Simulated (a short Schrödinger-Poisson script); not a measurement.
Stack: gated In0.52Al0.48As/In0.53Ga0.47As modulation-doped gas in a quantum well, at 300 K.

```
layer        material  thickness (nm)  Nd (cm⁻³)  Na (cm⁻³)
-----  --------------  --------------  ---------  ---------
1      In0.52Al0.48As              30          -          -
2      In0.52Al0.48As              10     6.3e17          -
3      In0.52Al0.48As              20          -          -
4      In0.53Ga0.47As               6          -          -
5      In0.52Al0.48As            4000          -       2e14
```

Constants are typed, rounded textbook-type inputs, not results; the design itself was drawn at random and stands for no fabricated device. In0.52Al0.48As: permittivity 12.5, conduction-band edge (eV) 0.52, gap (eV) 1.45, electron mass (mₑ) 0.075, Nv at 300 K (cm⁻³) 1.1e19. In0.53Ga0.47As: permittivity 13.9, conduction-band edge (eV) 0, gap (eV) 0.74, Nv at 300 K (cm⁻³) 7.7e18.

Channel valleys (confinement mass, in-plane density-of-states mass, number): Γ 0.041, 0.041, 1. At the gate the conduction-band edge of layer 1 lies 0.65 eV − eVg above the Fermi level of the channel; the field vanishes at the back. The barrier under the gate holds no holes. Gaps are held at their typed values at every temperature. Mesh 0.08 nm at interfaces.

Solved with a short Schrödinger-Poisson script written for these runs: 1D Poisson equation in equilibrium, electrons quantum, Hartree (BenDaniel-Duke, 40 states a valley, the channel's in-plane mass for all, wave functions free to enter the barrier), parabolic valleys, classical holes, full ionisation, no traps, pinning or gate leakage.

The same stack at other levels of the model or other numerical settings:

| run | sheet density of all electrons at Vg = 0.4 V (cm⁻²) | sheet density of all electrons at Vg = -0.1 V (cm⁻²) | capacitance at Vg = 0.4 V (μF/cm²) | centroid of the channel electrons at Vg = 0.4 V (nm) | rough cost against the base |
|---|---|---|---|---|---|
| base | 4.82e11 | 2.58e10 | 0.164 | 2.94 | about 1 |
| electrons treated as classical, Boltzmann | 5.74e11 | 7.33e10 | 0.172 | 2.57 | 0.02 |
| electrons treated as classical, Fermi-Dirac | 5.31e11 | 6.92e10 | 0.160 | 2.82 | 0.1 |
| electrons treated as quantum, Hartree plus LDA exchange-correlation | 4.93e11 | 2.82e10 | 0.165 | 2.94 | 2 |
| mesh six times as coarse | 4.80e11 | 2.50e10 | 0.164 | 2.94 | 0.2 |
| one subband a valley | 4.81e11 | 2.58e10 | 0.163 | 2.94 | 0.2 |

The classical rows ignore confinement, and Boltzmann statistics overrate the density once the band edge passes the Fermi level.
